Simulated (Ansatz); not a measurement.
Defect: interstitial H in 4H silicon carbide, charge state +1. The step: a direct jump of one H atom; the atom moves 1.06 Å along (-0.34, 0.00, 0.00) of the unit cell; the moving atom starts with neighbours C at 1.10, C at 2.18; Si at 1.91, Si at 1.93, Si at 2.14 Å and ends with C at 1.10, C at 2.18; Si at 1.91, Si at 1.93, Si at 2.14 Å. A PBE band in Ansatz (plane-wave PAW, the Γ point alone, 72 host sites, 49 SCF runs with any check of the saddle's order, static, no finite-size correction) gives a forward barrier of 0.64 eV. The program found a first-order saddle point. The charge state is imposed; whether it is stable for some Fermi level was not computed. Sites that were not tried may lie lower.

Single points at the band's start and saddle point can refine it. Rough cost of one point, in units of the band's mean SCF on the same machine:

| Level | Cost of one point |
|---|---|
| PBE, a 2×2×2 k-point mesh shifted by half a step along c | about 6 |
| r2SCAN at 500 eV, the Γ point alone | about 4 |

### Question
Which of these move the barrier by more than 0.1 eV, and how far does each move it?

### Answer
PBE, a 2×2×2 k-point mesh shifted by half a step along c: -0.13 eV; r2SCAN at 500 eV, the Γ point alone: +0.06 eV. Each functional is compared with PBE at the same k-points.

Ansatz is a quantum-chemistry and plane-wave program.
